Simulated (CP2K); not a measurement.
Band structure of Sr (Fm-3m, 1 atom in the cell).

```
Sr
1.0
    4.29017     0.00000     0.00000
    2.14508     3.71539     0.00000
    2.14508     1.23846     3.50291
Sr
1
Direct
  0.00000   0.00000   0.00000
```

Computed with PBE, GPW, DZVP-MOLOPT-SR-GTH basis, GTH-PBE potentials (GTH_POTENTIALS) in CP2K.

Settings: CUTOFF = 500 Ry; REL_CUTOFF = 60 Ry; SMEAR/METHOD = FERMI_DIRAC; ELECTRONIC_TEMPERATURE = 1160.45 K; KPOINTS/SCHEME = MONKHORST-PACK 8 8 8; GAMMA_CENTERED = T; XC_FUNCTIONAL = PBE; Sr/BASIS_SET = DZVP-MOLOPT-SR-GTH-q10; Sr/POTENTIAL = GTH-PBE-q10; METHOD = GPW; EPS_DEFAULT = 1e-11; EXTRAPOLATION = USE_GUESS; NGRIDS = 5; SCF_GUESS = ATOMIC.

The starting cell comes from a database of computed structures (which also holds hypothetical and non-ambient phases and stackings), without a prior relaxation at this level. Values carry the incompleteness of an atom-centred basis.

Levels in eV from the Fermi level, bands 2 to 7:
```json
[
 {"point": "Γ", "2": "-18.59", "3": "-18.59", "4": "-18.59", "5": "-3.69", "6": "2.86", "7": "2.86"},
 {"point": "X", "2": "-18.76", "3": "-18.65", "4": "-18.65", "5": "-0.43", "6": "0.88", "7": "0.99"},
 {"point": "W", "2": "-18.71", "3": "-18.71", "4": "-18.66", "5": "0.14", "6": "0.70", "7": "0.70"},
 {"point": "K", "2": "-18.73", "3": "-18.69", "4": "-18.64", "5": "0.02", "6": "0.48", "7": "0.82"},
 {"point": "L", "2": "-18.77", "3": "-18.61", "4": "-18.61", "5": "-1.06", "6": "-0.01", "7": "2.75"},
 {"point": "U", "2": "-18.73", "3": "-18.69", "4": "-18.64", "5": "0.02", "6": "0.48", "7": "0.82"}
]
```

Bands cross the Fermi level along this path, so the cell is metallic at this level.

Higher empty bands are left out: an atom-centred basis made for the valence describes them poorly.
